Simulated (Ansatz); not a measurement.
Input:

End structure of Ag on the 1x1 (110) surface of bcc W, one in a 2x2 cell, started at the site 'bridge W-W (span 3.2 Å)':

```xyz
17
Lattice="5.5154 0.0000 0.0000 -1.8385 5.1999 0.0000 0.0000 0.0000 26.0000" Properties=species:S:1:pos:R:3 pbc="T T T"
W      0.9192     1.3000     9.6951
W      0.0000     3.8999     9.6951
W      3.6769     1.3000     9.6951
W      2.7577     3.8999     9.6951
W      0.0000     0.0000    11.8698
W     -0.9192     2.6000    11.8698
W      2.7577     0.0000    11.8698
W      1.8385     2.6000    11.8698
W      0.9192     1.3000    14.1346
W      0.0000     3.8999    14.1362
W      3.6769     1.3000    14.1362
W      2.7577     3.8999    14.1009
W     -0.0238    -0.0336    16.3024
W     -0.9133     2.5958    16.3433
W      2.7518     0.0042    16.3433
W      1.8622     2.6336    16.3024
Ag     0.9192     1.3000    18.5184
```

Slab: 17 atoms, 6.6 Å thick at the start under the adsorbate (thin: gaps and levels are the slab's own); k 6x6x1, smearing 0.1 eV, dipole-corrected; 8 atoms held, the rest relaxed; start symmetry kept, larger cells not searched; no spin, no spin-orbit, no U, no dispersion correction. At the end it is bonded to 4 W. In PBE it is, or lies within 0.03 eV of, the lowest of the starts that converged.

A negative adsorption energy means that the adsorbate is more stable on the surface than in its reference.

Question: Estimate the change of the work function that PBE (Ansatz, an electronic-structure program) returns for this input.

Answer: -1.06 eV

Question: Give the work function of the top face at the level PBE.

Answer: 3.76 eV

Question: What change of the step from the bottom to the top vacuum level, against the clean slab does PBE give?

Answer: -1.04 eV

Question: What is the computed adsorption energy against an atom of fcc Ag (PBE)?

Answer: -0.12 eV
